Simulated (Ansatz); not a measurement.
Start from BaTiO3 (space group P4mm, No. 99).

```xyz
5
Lattice="3.9851 0.0000 0.0000 0.0000 3.9851 0.0000 0.0000 0.0000 4.2043" Properties=species:S:1:pos:R:3 pbc="T T T"
Ti     1.9926     1.9926     1.9250
Ba     0.0000     0.0000     3.9548
O      1.9926     1.9926     3.7365
O      1.9926     0.0000     1.7211
O      0.0000     1.9926     1.7211
```

Method: PBE (Ansatz, a first-principles code), spin-orbit coupling left out, earlier PAW set.

Before the change:

| Quantity | Value |
|---|---|
| Gap between the host's bands | 1.85 eV |
| Gap character | indirect, A → Γ |

Perturbation: hole doping at 1.0×10^22 cm⁻³ (0.668 per cell), with a uniform compensating background at fixed cell and a 300 K Fermi–Dirac width.

### Question
What happens to the Fermi level from band edge, largest internal atomic displacement, gap between the host's bands and gap character?

### Answer
The Fermi level relative to the doped band's edge (positive inside the band; to 0.05 eV) comes out as +0.40 eV; the largest internal atomic displacement amounts to 0.026 Å; the gap between the host's bands goes up by 0.385 eV, from 1.85 eV to 2.23 eV; the gap character stays indirect, A → Γ.

Charged cell with a jellium background: band edges are those of the host's band count, energies are not comparable with the neutral cell, and many-body gap narrowing is missing. No phonon test of stability was made. The final runs are not spin-polarised.
